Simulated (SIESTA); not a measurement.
SIESTA run on CaC₂ (C2/c, 6 atoms in the cell): self-consistent single point.

Level of theory: GGA PBEsol, numerical atomic orbitals DZP, PseudoDojo PBEsol standard norm-conserving potentials (rewritten from UPF to PSML) run with SIESTA 5.4.2.

The change in words: lattice scaled by 0.98. Reference geometry:
```yaml
crystal:
  lattice:
    - [3.34466, -2.11084, 0.00000]
    - [3.34466, 2.11084, 0.00000]
    - [-2.22920, 0.00000, 7.14948]
  atoms:
    - { symbol: Ca, position: [0.17452, 0.82548, 0.75000] }
    - { symbol: Ca, position: [0.82548, 0.17452, 0.25000] }
    - { symbol: C, position: [0.42071, 0.13967, 0.56012] }
    - { symbol: C, position: [0.57929, 0.86033, 0.43988] }
    - { symbol: C, position: [0.86033, 0.57929, 0.93988] }
    - { symbol: C, position: [0.13967, 0.42071, 0.06012] }
```

Reference input (self-consistent single point, DFT, GGA PBEsol, numerical atomic orbitals DZP, PseudoDojo PBEsol standard norm-conserving potentials (rewritten from UPF to PSML)): XC.functional = GGA; XC.authors = PBEsol; potentials = PseudoDojo PBEsol standard; PAO.BasisSize = DZP; PAO.EnergyShift = 0.01 Ry; MeshCutoff = 300 Ry; kgrid.MonkhorstPack = 5 5 3; OccupationFunction = FD; ElectronicTemperature = 10 K; MaxSCFIterations = 150; SCF.Mixer.Method = Pulay; SCF.Mixer.Weight = 0.2. This run's input differs from it in these lines:

```diff
@@ -10,7 +10,7 @@
 %endblock ChemicalSpeciesLabel
-LatticeConstant              3.955046 Ang
+LatticeConstant              3.875945 Ang
 %block LatticeVectors
-     0.845668799   -0.533707825    0.000000000
-     0.845668799    0.533707825    0.000000000
-    -0.563633900    0.000000000    1.807686434
+     0.845668863   -0.533707780    0.000000000
+     0.845668863    0.533707780    0.000000000
+    -0.563633901    0.000000000    1.807686384
 %endblock LatticeVectors
@@ -18,8 +18,8 @@
 %block AtomicCoordinatesAndAtomicSpecies
-     3.161059217    2.596619293   10.132923602  1
-     5.267346066   -2.596619293    3.377641201  1
-     1.182329121   -1.121042593    7.567537557  2
-     7.246076162    1.121042593    5.943027245  2
-     5.139789313   -1.121042593   12.698309647  2
-     3.288615970    1.121042593    0.812255156  2
+     3.097838430    2.544686637    9.930264648  1
+     5.161999504   -2.544686637    3.310088216  1
+     1.158682772   -1.098621624    7.416186446  2
+     7.101155162    1.098621624    5.824166418  2
+     5.036994088   -1.098621624   12.444342850  2
+     3.222843846    1.098621624    0.796010014  2
 %endblock AtomicCoordinatesAndAtomicSpecies
```

Log, with long lists cut:

```
        iscf     Eharris(eV)        E_KS(eV)     FreeEng(eV)     dDmax    Ef(eV) dHmax(eV)
   scf:    1    -2740.561637    -2748.454258    -2748.454258  1.565832 -6.183378  5.366784
   scf:    2    -2751.993583    -2750.335300    -2750.335300  0.068175 -6.901335  3.245091
   scf:    3    -2751.996641    -2751.477003    -2751.477003  0.145315 -5.115999  0.353272
   scf:    4    -2751.411498    -2751.457633    -2751.457633  0.038245 -5.294136  0.534734
   scf:    5    -2751.504073    -2751.486729    -2751.486729  0.022677 -5.391418  0.072087
   scf:    6    -2751.487560    -2751.487288    -2751.487288  0.002970 -5.394375  0.004558
   scf:    7    -2751.487289    -2751.487288    -2751.487288  0.000051 -5.393698  0.003535
   scf:    8    -2751.487290    -2751.487289    -2751.487289  0.000233 -5.390961  0.000820
   scf:    9    -2751.487289    -2751.487289    -2751.487289  0.000060 -5.391016  0.000161
   scf:   10    -2751.487289    -2751.487289    -2751.487289  0.000006 -5.391026  0.000020
SCF Convergence by DM+H criterion
max |DM_out - DM_in|         :     0.0000062557
max |H_out - H_in|      (eV) :     0.0000195878
SCF cycle converged after 10 iterations

Using DM_out to compute the final energy and forces

siesta: E_KS(eV) =            -2751.4873

siesta: E_KS - E_eggbox =     -2751.4873

siesta: Atomic forces (eV/Ang):
     1   -0.000000    0.314831    0.000000
     2   -0.000000   -0.314831    0.000000
     3    0.446190    2.318842    2.072536
     4   -0.446190   -2.318842   -2.072536
     5   -0.446190    2.318842   -2.072536
     6    0.446190   -2.318842    2.072536
   Tot   -0.000000   -0.000000    0.000000
   Max    2.318842
   Res    1.484818    sqrt( Sum f_i^2 / 3N )
   Max    2.318842    constrained

   [... lines left out ...]
siesta: FreeEng =     -2751.487289
siesta: Cell volume =         95.014475 Ang**3
siesta:          85.52422725        183.35493020  kBar
   [... lines left out ...]
   4  4.310   0.994   0.285   0.932   0.908   0.739   0.127   0.122   0.121
   [... 5 lines left out ...]

mulliken: Qtot =       36.000

Mulliken Atomic Populations:
Atom #   charge [q] valence [e]  Species
     1     0.620957    9.379043  Ca
     2     0.620957    9.379043  Ca
     3    -0.310479    4.310479  C
     4    -0.310479    4.310479  C
     5    -0.310478    4.310478  C
     6    -0.310479    4.310479  C
 Total    -0.000000
```

The run converged in 10 iterations. Against the reference run the free energy rises by 29.9 meV/atom, the pressure goes from 1.49 to 8.55 GPa, the largest force goes from 1.145 to 3.142 eV/Å and the gap on the mesh goes from 3.007 to 2.914 eV.

The starting cell comes from a database of computed structures (which also holds hypothetical and non-ambient phases and stackings), without a prior relaxation at this level. Its lattice was rescaled by a random factor within 2.5 % of one. For this run, on top of that: lattice scaled by 0.98. Values carry the incompleteness of an atom-centred basis. The basis of the alkali or alkaline-earth atoms may lack their empty d shell, which can raise the gap. With a pressure of about 9 GPa the cell is away from its equilibrium volume at this level. Forces in this geometry exceed 1 eV/Å.
